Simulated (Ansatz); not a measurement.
# Fermi-surface data of Al under load (space group I4/mmm)

Consider the following.

```xyz
1
Lattice="0.0000 2.0323 1.9385 2.0323 0.0000 1.9385 2.0323 2.0323 0.0000" Properties=species:S:1:pos:R:3 pbc="T T T"
Al     0.0000     0.0000     0.0000
```

Calculation: PBEsol, rigid bands (plane waves, PAW, scalar-relativistic; Ansatz, an electronic-structure program). Condition of this run: uniaxial stress zz = 3 GPa (compression positive) (the target of the relaxation). Cell: cell and atoms relaxed with PBEsol, then loaded as said.

```json
{
 "density of states at the Fermi level": "0.390 states/(eV·cell), both spins",
 "bare Sommerfeld coefficient": "0.92 mJ/(mol of atoms·K²)",
 "drude_plasma_energy": "12.6 (x), 12.6 (y), 12.3 (z) eV",
 "root-mean-square Fermi velocity": "1.6e6 m/s",
 "resistivity times τ": "3.1 (x), 3.1 (y), 3.3 (z) ×10⁻²² Ω·m·s",
 "resistivity_times_mean_free_path": "5.1 (x), 5.1 (y), 5.3 (z) ×10⁻¹⁶ Ω·m²"
}
```

A metal at this level (no band gap); rigid bands, thermally averaged at 300 K, both spins. Spin-orbit coupling is left out. τ is one relaxation time for all states; the product of resistivity and mean free path takes one path for all states instead.
